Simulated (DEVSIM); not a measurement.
Structure: Ni/SiO2/n-Ge capacitor, at 300 K.

```tsv
layer (left to right)	material	thickness (nm)	Nd (cm⁻³)
1	SiO2	16.0	-
2	Ge	1000	3.4e17
```

Metal gate on the left, work function 5.1 eV. Fixed charge at the semiconductor interface -2.5e10 cm⁻² (in units of +e); no interface traps.

The device is made up for the run: typed textbook-type constants, with dimensions and the other settings drawn at random. Values at 300 K; Nc and Nv go as T^1.5, mobilities as T to minus their exponent, the gap by Varshni's rule with the affinity fixed.

```csv
parameter,SiO2,Ge
gap (eV),9,0.664
affinity (eV),0.9,4
permittivity,3.9,16
Nc (cm⁻³),-,1.04e19
Nv (cm⁻³),-,6e18
Varshni α (eV/K),-,0.000477
Varshni β (K),-,235
```

Simulated with DEVSIM: 1D Poisson equation in equilibrium, Boltzmann statistics, complete ionisation; no quantum confinement or tunnelling. Metal contacts follow the ideal Schottky-Mott rule: no Fermi-level pinning, no interface dipoles.

The temperature was swept, all else fixed.

```csv
temperature (K),flat-band voltage (V),minimum of the low-frequency capacitance (μF/cm²)
250,1.05,0.126
300,1.03,0.132
350,1.01,0.136
400,0.99,0.142
450,0.96,[?]
500,0.94,0.161
```

**Question.** What belongs in the gaps?

**Answer.** 
- 450, minimum of the low-frequency capacitance (μF/cm²): 0.151
